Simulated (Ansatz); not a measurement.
Given:

Host crystal: zinc-blende GaAs, with a band gap (PBE, scalar-relativistic without spin-orbit coupling).

End structure of O on the 1x1 (110) surface of zinc-blende GaAs (cut with top plane As + Ga), one in a 2x1 cell, started at the site 'top As':

```xyz
21
Lattice="8.1256 0.0000 0.0000 0.0000 5.7457 0.0000 0.0000 0.0000 27.5000" Properties=species:S:1:pos:R:3 pbc="T T T"
As     0.0000     4.3789     9.4555
As     4.0628     4.3789     9.4555
Ga     2.0314     3.1768    10.1415
Ga     6.0942     3.1768    10.1415
As     2.0314     1.3033    11.7237
As     6.0942     1.3033    11.7237
Ga     0.0000    -0.1442    11.6457
Ga     4.0628    -0.1442    11.6457
As     0.0000     4.1985    13.7142
As     4.0628     4.2291    13.7606
Ga     2.0473     2.7608    13.7581
Ga     6.0783     2.7608    13.7581
As     2.0395     1.3111    15.7942
As     6.0861     1.3111    15.7942
Ga     0.0000    -0.1353    15.7677
Ga     4.0628    -0.1746    15.8939
As     0.0000     4.2985    17.9188
As     4.0628     4.4345    18.1632
Ga     2.1415     3.0898    17.4974
Ga     5.9841     3.0898    17.4974
O      0.0000     5.4853    19.1059
```

Set-up: 21 atoms, 8.6 Å thick at the start under the adsorbate (thin: gaps and levels are the slab's own); mesh 3x4x1; 0.01 eV smearing; dipole correction on; 8 atoms held, the rest relaxed; held to the start's symmetry, so lower structures may exist; spin-polarised, no spin-orbit, no U, no dispersion correction. The starting moment vanished. At the end it is bonded to As. In PBE it is, or lies within 0.03 eV of, the lowest of the starts that converged.

A negative adsorption energy means that the adsorbate is more stable on the surface than in its reference.

### Question
Give the adsorption energy against ½ O2(g) at the level Ansatz (a program for electronic structure) with PBE.

### Answer
-0.55 eV

### Question
What change of the step from the bottom to the top vacuum level, against the clean slab does PBE give?

### Answer
1.08 eV
